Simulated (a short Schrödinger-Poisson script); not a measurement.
Stack: MOS inversion layer, SiO2 on p-type Ge(111), at 300 K.

| layer | material | thickness (nm) | Na (cm⁻³) |
|---|---|---|---|
| 1 | SiO2 | 0.9 | - |
| 2 | Ge | 200 | 4.4e18 |

Constants are typed, rounded textbook-type inputs, not results; the design itself was drawn at random and stands for no fabricated device. SiO2: permittivity 3.9, conduction-band edge (eV) 3.1, gap (eV) 9, electron mass (mₑ) 0.5. Ge: permittivity 16, conduction-band edge (eV) 0, gap (eV) 0.664, Nv at 300 K (cm⁻³) 6e18.

Channel valleys (confinement mass, in-plane density-of-states mass, number): L1 1.59, 0.08, 1; L3 0.09, 0.34, 3. At the gate the conduction-band edge of layer 1 lies 3.44 eV − eVg above the Fermi level of the channel; the field vanishes at the back. Gaps are held at their typed values at every temperature. Mesh 0.03 nm at interfaces.

From a short Schrödinger-Poisson script (our own, NumPy): 1D Poisson equation in equilibrium, electrons quantum, Hartree (BenDaniel-Duke, 12 states a valley, the channel's in-plane mass for all, wave functions free to enter the dielectric), parabolic valleys, classical holes, full ionisation, no traps, pinning or gate leakage.

The same stack at other levels of the model or other numerical settings:

```
run                                          sheet density of all electrons at Vg = 1.3 V (cm⁻²)  sheet density of all electrons at Vg = 0.7 V (cm⁻²)  capacitance at Vg = 1.3 V (μF/cm²)  centroid of the channel electrons at Vg = 1.3 V (nm)  rough cost against the base
-------------------------------------------  ---------------------------------------------------  ---------------------------------------------------  ----------------------------------  ----------------------------------------------------  ---------------------------
base                                                                                     7.38e12                                              6.48e10                                2.71                                                  1.25                      about 1
electrons treated as classical, Boltzmann                                                1.28e13                                              8.45e11                                3.57                                                  0.24                         0.03
electrons treated as classical, Fermi-Dirac                                              1.03e13                                                  [?]                                 [?]                                                  0.55                          0.2
mesh six times as coarse                                                                 7.31e12                                              6.41e10                                2.70                                                  1.24                          0.2
one subband a valley                                                                     7.25e12                                                  [?]                                2.70                                                  1.23                          0.4
```

**Question.** What belongs in the gaps?

**Answer.** 
- electrons treated as classical, Fermi-Dirac, sheet density of all electrons at Vg = 0.7 V (cm⁻²): 7.10e11
- electrons treated as classical, Fermi-Dirac, capacitance at Vg = 1.3 V (μF/cm²): 2.99
- one subband a valley, sheet density of all electrons at Vg = 0.7 V (cm⁻²): 6.29e10

The classical rows ignore confinement, and Boltzmann statistics overrate the density once the band edge passes the Fermi level.

Only the L valleys are kept; under strong confinement the Δ valleys of Ge fill too.
